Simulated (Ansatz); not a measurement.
Take CdTe in the zinc blende structure (space group F-43m, No. 216; a = 6.489 Å) as the base. Axes: x, y, z lie along the cube axes.

Level of theory: PBEsol in Ansatz (plane waves to 420 eV, PAW, scalar-relativistic without spin-orbit coupling).

Before the change:

The valence-band top at Γ is 0.00, 0.00, 0.00 eV and the shortest interatomic distance is 2.810 Å.

Modification: compressive biaxial strain of 1.67 % in the plane normal to [111], as in epitaxy on a mismatched substrate; the out-of-plane cell vector and the atoms relax.

How does this affect the valence-band top at Γ, shortest interatomic distance, out-of-plane strain and in-plane stress?

The valence-band top at Γ (three highest levels, from the VBM) becomes 0.00, 0.00, -0.18 eV (base: 0.00, 0.00, 0.00 eV); the shortest interatomic distance decreases by 0.0202 Å (2.810 Å → 2.789 Å); the out-of-plane strain comes out as +1.42 %; the mean in-plane stress (compression positive) comes out as +1.3 GPa.

Spin-orbit coupling, missing from the scalar runs, can matter with Te. The levels and masses belong to the bands next to the band gap. Whether these cells are dynamically stable was not tested.

Ansatz is a first-principles code.
